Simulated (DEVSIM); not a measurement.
Device: abrupt Si p-n junction, at 300 K.

Layer 1 from the left is Si, thickness (μm) 32.0, Na (cm⁻³) 2.1e16, τn (s) 0.00026, τp (s) 0.00026. Layer 2 from the left is Si, thickness (μm) 5.80, Nd (cm⁻³) 1.4e14, τn (s) 0.00026, τp (s) 0.00026.

Left contact: ohmic. Right contact: ohmic. Voltage is applied to the left contact. Recombination: SRH at mid-gap, radiative. Mobility is μmin + (μ − μmin)/(1 + (N/Nref)^α).

The device is made up for the run: typed textbook-type constants, with dimensions and the other settings drawn at random. Values at 300 K.

Si: gap (eV) 1.124, affinity (eV) 4.05, permittivity 11.7, Nc (cm⁻³) 2.86e19, Nv (cm⁻³) 3.1e19, μn (cm²/Vs) 1417, μp (cm²/Vs) 470, μn,min 52, μp,min 45, Nref,n 9.7e16, Nref,p 2.2e17, αn 0.68, αp 0.72, B (cm³/s) 4.7e-15.

Model (solved in DEVSIM): 1D drift-diffusion, Boltzmann statistics, complete ionisation; no tunnelling, impact ionisation, image-force lowering or self-heating.

Dark forward current:

| |V| (V) | |J| (A/cm²) |
|---|---|
| 0.05 | 2.622e-8 |
| 0.10 | 2.006e-7 |
| 0.15 | 1.367e-6 |
| 0.20 | 9.162e-6 |
| 0.25 | 6.119e-5 |
| 0.30 | 0.0004073 |
| 0.35 | 0.002692 |
| 0.40 | 0.01742 |
| 0.45 | 0.1043 |
| 0.50 | 0.5075 |
| 0.55 | 1.838 |
| 0.60 | 5.097 |
| 0.65 | 11.33 |
| 0.70 | 21.17 |
| 0.75 | 35.05 |
| 0.80 | 53.41 |
| 0.85 | 76.50 |
| 0.90 | 104.1 |
| 0.95 | 135.6 |
| 1.00 | 169.8 |
| 1.05 | 205.2 |
| 1.10 | 240.3 |
| 1.15 | 273.6 |
| 1.20 | 304.6 |
| 1.25 | 333.2 |
| 1.30 | 359.8 |

### Question
Work out the local ideality factor n = ΔV / (kT/q · ln(J2/J1)) between the rows 0.15 and 0.20 V, 1.25 and 1.30 V.

### Answer
kT/q = 25.85 mV. From 0.15 to 0.20 V: ln(9.162e-6/1.367e-6) = 1.902, n = 1.02, near the 1 of diffusion or emission over a barrier. From 1.25 to 1.30 V: ln(359.8/333.2) = 0.077, n = 25.18.

### Question
Estimate the current at 0.25 V from the Shockley equation with J0 = Σ q ni² D/(N L) coth(W/L), τ joining the SRH, radiative and Auger lifetimes that are on, and W taken as the whole layer.

### Answer
ni² = 1.16e20 cm⁻⁶; electrons in the p layer: μ = 1060 cm²/Vs, D = 27.4 cm²/s, τ = 0.000253 s, L = 834 μm, W/L = 0.038, term 7.58e-12 A/cm²; holes in the n layer: μ = 468 cm²/Vs, D = 12.1 cm²/s, τ = 0.000260 s, L = 561 μm, W/L = 0.010, term 2.76e-9 A/cm². J0 = 2.77e-9 A/cm², and J = J0 exp(qV/kT) = 4.40e-5 A/cm². The simulation gives 6.12e-5 A/cm²; the estimate lies 28 % below. The estimate leaves out recombination in the depletion region and that region's share of W.
